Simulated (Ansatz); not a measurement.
The cell is built on a prototype and need not be the phase stable at ambient conditions.

By r2SCAN, the system below comes out a metal.

Without scattering a metal conducts by its projected Fermi surface.

Given:

```yaml
crystal:
  lattice:
    - [3.86336, 0.00000, 0.00000]
    - [0.00000, 7.15592, 0.00000]
    - [0.00000, 0.00000, 3.86336]
  atoms:
    - { symbol: Y, position: [0.00000, 0.00000, 0.00000] }
    - { symbol: Y, position: [0.50000, 0.00000, 0.50000] }
    - { symbol: Y, position: [0.00000, 0.62657, 0.50000] }
    - { symbol: Y, position: [0.50000, 0.37343, 0.00000] }
    - { symbol: N, position: [0.00000, 0.28281, 0.50000] }
    - { symbol: N, position: [0.50000, 0.71719, 0.00000] }
```

Space group of this cell: P4/nmm. The cell was relaxed by PBE-D3(BJ); by r2SCAN its mean pressure is 2.0 GPa.

The current flows along the normal of the first two printed cell vectors. No spin-orbit coupling; the value is a mean over 0.1 eV about the Fermi level.

### Question
State the ballistic conductance per area according to r2SCAN (Ansatz, a first-principles code).

### Answer
0.58 × 10¹⁵ S/m² for both spins.
